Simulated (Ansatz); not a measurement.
Slab thickness and the (111) surface of fcc Pt: the same face, mesh and vacuum, all atoms relaxed in the 1x1 cell under the symmetry of the ideal cut; the real face may buckle or reconstruct.

Computed with PBE (plane waves to 420 eV, PAW; Ansatz, a program for electronic structure).

```
atoms  thickness (Å)  γ (J/m²)  work function, top face (eV)                       rough cost
-----  -------------  --------  ----------------------------  -------------------------------
2                2.3      1.53                             ?   around 10 core-seconds (rough)
3                4.6      1.53                             ?     very roughly 16 core-seconds
4                6.9      1.45                          5.67          roughly 20 core-seconds
5                9.2      1.49                          5.68     very roughly 27 core-seconds
6               11.5      1.47                          5.69          roughly 90 core-seconds
7               13.8      1.48                          5.67         roughly 100 core-seconds
8               16.1      1.48                          5.68   around 60 core-seconds (rough)
10              20.7      1.47                          5.68  around 100 core-seconds (rough)
12              25.2      1.47                          5.68    very roughly 2.3 core-minutes
16              34.4      1.46                          5.68    around 8 core-minutes (rough)
```

Q: Some entries are withheld; supply them.

A: 
- 2, work function, top face (eV): 5.65
- 3, work function, top face (eV): 5.78
